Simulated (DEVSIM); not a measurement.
Device: illuminated Si n-on-p cell, one wavelength, at 300 K.

Layer 1 from the left is Si, thickness (μm) 0.100, Nd (cm⁻³) 8.6e18, τn (s) 3.8e-7, τp (s) 3.8e-7, absorption coefficient (cm⁻¹) 13000. Layer 2 from the left is Si, thickness (μm) 110, Na (cm⁻³) 2.4e15, τn (s) 3.2e-5, τp (s) 3.2e-5, absorption coefficient (cm⁻¹) 13000.

Left contact: ohmic, minority hole recombination velocity 2000 cm/s. Right contact: ohmic, minority electron recombination velocity 20000 cm/s. Voltage is applied to the left contact. Recombination: SRH at mid-gap, radiative, Auger. Light enters at the left, 5.8e16 photons cm⁻² s⁻¹, one pass, no reflection. Mobility is μmin + (μ − μmin)/(1 + (N/Nref)^α).

The device is made up for the run: typed textbook-type constants, with dimensions and the other settings drawn at random. Values at 300 K.

Si: gap (eV) 1.124, affinity (eV) 4.05, permittivity 11.7, Nc (cm⁻³) 2.86e19, Nv (cm⁻³) 3.1e19, μn (cm²/Vs) 1417, μp (cm²/Vs) 470, μn,min 52, μp,min 45, Nref,n 9.7e16, Nref,p 2.2e17, αn 0.68, αp 0.72, B (cm³/s) 4.7e-15, Cn (cm⁶/s) 2.8e-31, Cp (cm⁶/s) 9.9e-32.

DEVSIM, 1D drift-diffusion, Boltzmann statistics, complete ionisation; no tunnelling, impact ionisation, image-force lowering or self-heating.

Dark forward current:

```tsv
|V| (V)	|J| (A/cm²)
0.05	4.171e-10
0.10	2.053e-9
0.15	1.029e-8
0.20	5.891e-8
0.25	3.717e-7
0.30	2.469e-6
0.35	1.679e-5
0.40	0.0001153
0.45	0.0007943
0.50	0.005471
0.55	0.03716
0.60	0.2338
0.65	1.191
0.70	4.687
0.75	15.35
0.80	44.98
0.85	121.7
0.90	295.6
0.95	599.8
1.00	1016
1.05	1517
1.10	2087
```

Problem. Work out the local ideality factor n = ΔV / (kT/q · ln(J2/J1)) between the rows 0.15 and 0.20 V, 0.40 and 0.45 V, 1.05 and 1.10 V.

Solution. kT/q = 25.85 mV. From 0.15 to 0.20 V: ln(5.891e-8/1.029e-8) = 1.745, n = 1.11. From 0.40 to 0.45 V: ln(0.0007943/0.0001153) = 1.930, n = 1.00, near the 1 of diffusion or emission over a barrier. From 1.05 to 1.10 V: ln(2087/1517) = 0.319, n = 6.06.

Problem. What current could the absorbed light give at most, and what share is collected?

Solution. Σ αd = 143, so qΦ(1 − exp(−Σ αd)) = 9.29 mA/cm². The simulated short-circuit current is 9.260 mA/cm², a share of 1.00.

Problem. Estimate the open-circuit voltage by superposition: the voltage at which the dark current equals that short-circuit current.

Solution. Interpolating ln J in the table gives 0.514 V. The simulation gives 0.513 V, the same within the digits that matter. Superposition holds where collection doesn't change with voltage.

Problem. Estimate the fill factor from FF0 = (v − ln(v + 0.72))/(v + 1), v = qVoc/(nkT), with n from the dark curve.

Solution. The rows about Voc, 0.50 and 0.55 V, give n = 1.01, so v = 19.7 and FF0 = 0.806. The simulation gives 0.806, the same within the digits that matter.
